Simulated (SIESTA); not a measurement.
## SIESTA run on MgCd₂ (Cmcm, 6 atoms in the cell): self-consistent single point

Method: LDA PW92, numerical atomic orbitals TZP, PseudoDojo LDA standard norm-conserving potentials (rewritten from UPF to PSML) in SIESTA.

The input file:

```
# files in the folder: Mg.psml Cd.psml (PseudoDojo LDA standard)
SystemName  MgCd2
SystemLabel siesta

NumberOfAtoms                6
NumberOfSpecies              2
%block ChemicalSpeciesLabel
  1 12 Mg
  2 48 Cd
%endblock ChemicalSpeciesLabel
LatticeConstant              1.0 Bohr
%block LatticeVectors
     8.620240831   -5.054998486    0.000000000
     8.620240831    5.054998486    0.000000000
     0.000000000    0.000000000    9.727686480
%endblock LatticeVectors
AtomicCoordinatesFormat      Ang
%block AtomicCoordinatesAndAtomicSpecies
     4.561635000    0.951547443    3.860752500  1
     4.561635000   -0.951547443    1.286917500  1
     3.042154382   -1.751797451    3.860752500  2
     6.081115619    1.751797451    1.286917500  2
     3.042154381    1.751797451    1.286917500  2
     6.081115619   -1.751797451    3.860752500  2
%endblock AtomicCoordinatesAndAtomicSpecies

XC.functional                LDA
XC.authors                   PW92
PAO.BasisSize                TZP
PAO.EnergyShift              0.01 Ry
MeshCutoff                   350 Ry
%block kgrid.MonkhorstPack
    6   0   0  0.0
    0   6   0  0.0
    0   0   5  0.0
%endblock kgrid.MonkhorstPack
OccupationFunction           FD
ElectronicTemperature        0.05 eV

MaxSCFIterations             150
SCF.Mixer.Method             Pulay
SCF.Mixer.Weight             0.1
SCF.Mixer.History            6
SCF.DM.Tolerance             1.0E-04
Diag.ParallelOverK           true
WriteForces                  true
```

Log, with long lists cut:

```
reinit: Reading from file input.fdf

reinit: System Name: MgCd2
reinit: System Label: siesta

coor:   Atomic-coordinates input format  =     Cartesian coordinates
coor:                                          (in Angstroms)

siesta: Atomic coordinates (Bohr) and species
siesta:      8.62024   1.79816   7.29576  1        1
siesta:      8.62024  -1.79816   2.43192  1        2
siesta:      5.74884  -3.31042   7.29576  2        3
siesta:     11.49164   3.31042   2.43192  2        4
siesta:      5.74884   3.31042   2.43192  2        5
siesta:     11.49164  -3.31042   7.29576  2        6

siesta: System type = bulk

initatomlists: Number of atoms, orbitals, and projectors:      6   120    88

siesta: ******************** Simulation parameters ****************************
redata: Spin configuration                          = none
redata: Time-Reversal Symmetry                      = T
redata: Number of Atomic Species                    =        2
redata: Mesh Cutoff                                 =   350.0000 Ry
redata: Net charge of the system                    =     0.0000 |e|
redata: Min. number of SCF Iter                     =        0
redata: Max. number of SCF Iter                     =      150
redata: SCF convergence failure will abort job
redata: SCF mix quantity                            = Hamiltonian
redata: Mix DM or H after convergence               =   F
redata: Recompute H after scf cycle                 =   F
redata: Mix DM in first SCF step                    =   T
redata: No kicks to SCF
redata: DM Mixing Weight for Kicks                  =     0.5000
redata: Require Harris convergence for SCF          =   F
redata: Harris energy tolerance for SCF             =     0.000100 eV
redata: Require DM convergence for SCF              =   T
redata: DM tolerance for SCF                        =     0.000100
redata: Require EDM convergence for SCF             =   F
redata: EDM tolerance for SCF                       =     0.001000 eV
redata: Require H convergence for SCF               =   T
redata: Hamiltonian tolerance for SCF               =     0.001000 eV
redata: Require (free) Energy convergence for SCF   =   F
redata: (free) Energy tolerance for SCF             =     0.000100 eV
redata: Using DFT-D3 dispersion                     =   F
redata: Using Saved Data (generic)                  =   F
redata: Method of Calculation                       = Diagonalization
redata: Electronic Temperature                      =   580.2259 K
redata: Number of TDED substeps                     =        3
redata: Dynamics option                             = Single-point calculation
redata: Save all siesta data in one NC              =   F
redata: ***********************************************************************

%block SCF.Mixers
  Pulay
%endblock SCF.Mixers

%block SCF.Mixer.Pulay
  # Mixing method
  method pulay
  variant stable

  # Mixing options
  weight 0.1000
  weight.linear 0.1000
  history 6
%endblock SCF.Mixer.Pulay

DM_history_depth set to one: no extrapolation allowed by default for geometry relaxation
Size of DM history Fstack: 1
Total number of electrons:   100.000000
Total ionic charge:   100.000000

* ProcessorY, Blocksize:    1  64

* Orbital distribution balance (max,min):   120   120

k-point displ. along   1 input, could be:     0.00    0.50
k-point displ. along   2 input, could be:     0.00    0.50
 Kpoints in:          108 . Kpoints trimmed:           96

siesta: k-grid: Number of k-points = 96
siesta: k-points from Monkhorst-Pack grid
siesta: k-cutoff (effective) =    12.869 Ang
siesta: k-point supercell and displacements
siesta: k-grid:     6     0     0      0.000
siesta: k-grid:     0     6     0      0.000
siesta: k-grid:     0     0     5      0.000

diag: Algorithm                                     = D&C
diag: Parallel over k                               =   F
diag: Use parallel 2D distribution                  =   F
diag: Parallel block-size                           = 64
diag: Parallel distribution                         =     1 x     1
diag: Used triangular part                          = Lower
diag: Absolute tolerance                            =  0.100E-15
diag: Orthogonalization factor                      =  0.100E-05
diag: Memory factor                                 =  1.0000

superc: Internal auxiliary supercell:     5 x     5 x     3  =      75
superc: Number of atoms, orbitals, and projectors:    450   9000   6600

                        Single-point calculation

superc: Internal auxiliary supercell:     5 x     5 x     3  =      75
superc: Number of atoms, orbitals, and projectors:    450   9000   6600

outcell: Unit cell vectors (Ang):
        4.561635   -2.674990    0.000000
        4.561635    2.674990    0.000000
        0.000000    0.000000    5.147670

outcell: Cell vector modules (Ang)   :    5.288108    5.288108    5.147670
outcell: Cell angles (23,13,12) (deg):     90.0000     90.0000     60.7756
outcell: Cell volume (Ang**3)        :    125.6271
new_DM -- step:     1
Initializing Density Matrix...

Attempting to read DM from file... Failed...
DM filled with atomic data:

InitMesh: MESH = 54 x 54 x 60 = 174960
InitMesh: Mesh cutoff (required, used) =   350.000   375.477 Ry

stepf: Fermi-Dirac step function

        iscf     Eharris(eV)        E_KS(eV)     FreeEng(eV)     dDmax    Ef(eV) dHmax(eV)
   scf:    1   -22256.290026   -22287.831890   -22287.843512  1.841897 -1.481495 11.513899
   scf:    2   -22297.088604   -22292.693080   -22292.704770  0.247425 -1.652301  8.454590
   scf:    3   -22300.914841   -22298.117193   -22298.131011  0.521769 -2.020734  2.377625
   scf:    4   -22297.103859   -22297.812611   -22297.827416  0.185051 -2.195718  2.398780
   scf:    5   -22298.370513   -22298.120633   -22298.135330  0.053168 -2.158512  1.188955
   scf:    6   -22298.064280   -22298.175637   -22298.189809  0.088456 -2.098346  0.832277
   scf:    7   -22298.253014   -22298.222408   -22298.236751  0.031307 -2.122621  0.203234
   scf:    8   -22298.226448   -22298.225349   -22298.239681  0.009030 -2.132595  0.010110
   scf:    9   -22298.225316   -22298.225333   -22298.239666  0.000300 -2.132853  0.017433
   scf:   10   -22298.225366   -22298.225357   -22298.239688  0.000911 -2.132479  0.000761
   scf:   11   -22298.225357   -22298.225357   -22298.239688  0.000034 -2.132508  0.000030

SCF Convergence by DM+H criterion
max |DM_out - DM_in|         :     0.0000338818
max |H_out - H_in|      (eV) :     0.0000300530
SCF cycle converged after 11 iterations

Using DM_out to compute the final energy and forces

siesta: E_KS(eV) =           -22298.2254

siesta: E_KS - E_eggbox =    -22298.2254

siesta: Atomic forces (eV/Ang):
     1    0.000000    0.091752   -0.000000
     2    0.000000   -0.091752   -0.000000
     3   -0.104770   -0.025422   -0.000000
     4    0.104770    0.025422   -0.000000
     5   -0.104770    0.025421   -0.000000
     6    0.104770   -0.025422   -0.000000
   Tot    0.000000   -0.000000   -0.000000
   Max    0.104770
   Res    0.059315    sqrt( Sum f_i^2 / 3N )
   Max    0.104770    constrained

Stress tensor Voigt[x,y,z,yz,xz,xy] (kbar):       80.95       79.42       68.25        0.00        0.00       -0.00
(Free)E + p*V (eV/cell)   -22304.2149
Target enthalpy (eV/cell)   -22298.2397

siesta: Program's energy decomposition (eV):
siesta: Ebs     =     -3807.966753
siesta: Eions   =     31219.714347
siesta: Ena     =      3845.197479
siesta: Ekin    =      8496.638695
siesta: Enl     =      -572.037627
siesta: Eso     =         0.000000
siesta: Edftu   =         0.000000
siesta: DEna    =       183.391103
siesta: DUscf   =         4.254657
siesta: DUext   =         0.000000
siesta: Ex      =     -2799.912493
siesta: Ec      =      -236.042825
siesta: Exc     =     -3035.955318
siesta: Eharris =    -22298.225357
siesta: Etot    =    -22298.225357
siesta: FreeEng =    -22298.239688

siesta: Atomic forces (eV/Ang):
siesta:      1    0.000000    0.091752   -0.000000
siesta:      2    0.000000   -0.091752   -0.000000
siesta:      3   -0.104770   -0.025422   -0.000000
siesta:      4    0.104770    0.025422   -0.000000
siesta:      5   -0.104770    0.025421   -0.000000
siesta:      6    0.104770   -0.025422   -0.000000
siesta: ----------------------------------------
siesta:    Tot    0.000000   -0.000000   -0.000000

siesta: Stress tensor (static) (eV/Ang**3):
siesta:     0.050524   -0.000000    0.000000
siesta:    -0.000000    0.049568    0.000000
siesta:     0.000000    0.000000    0.042598

siesta: Cell volume =        125.627116 Ang**3

siesta: Pressure (static):
siesta:                Solid            Molecule  Units
siesta:          -0.00051803         -0.00054663  Ry/Bohr**3
siesta:          -0.04756336         -0.05018894  eV/Ang**3
siesta:         -76.20491103        -80.41155230  kBar
```

The run converged in 11 iterations.

The starting cell comes from a database of computed structures (which also holds hypothetical and non-ambient phases and stackings), without a prior relaxation at this level. Values carry the incompleteness of an atom-centred basis. With a pressure of about -8 GPa the cell is away from its equilibrium volume at this level.
